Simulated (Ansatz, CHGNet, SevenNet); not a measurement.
## Equilibrium lattice constant a of TiGe₂ (model structure, started from the AlB2 type, P6/mmm, No. 191, 3 atoms in the cell) at several levels of theory

No measured value is used here.

```
level (code)           value (Å)
---------------------  ---------
CHGNet 0.3.0               4.585
CHGNet-r²SCAN              4.570
SevenNet-0                 4.601
LDA (Ansatz)               4.537
PBEsol (Ansatz)            4.580
r²SCAN (Ansatz)            4.619
r²SCAN+rVV10 (Ansatz)      4.602
```

The crystal itself was run without spin with LDA, PBEsol, r²SCAN, r²SCAN+rVV10; a magnetic state was not tried in these runs. CHGNet 0.3.0, CHGNet-r²SCAN, SevenNet-0: the cell moved over 20 % in volume from its start. LDA, PBEsol, r²SCAN, r²SCAN+rVV10: the run has no spin polarisation, so it can have missed a magnetic state. Cutoffs differ between the levels. Ansatz's density-functional and Hartree–Fock values are scalar-relativistic unless marked +SOC, with PAW data made under PBE.

Machine-learned potentials (CHGNet 0.3.0, CHGNet-r²SCAN, SevenNet-0) are trained on DFT data: a solid inside that data is no test of them.

A model structure was made by putting elements into a prototype or built by hand; it is no filed structure, need not be a known phase, and can be a saddle point held by its symmetry.

Ansatz is a first-principles code.
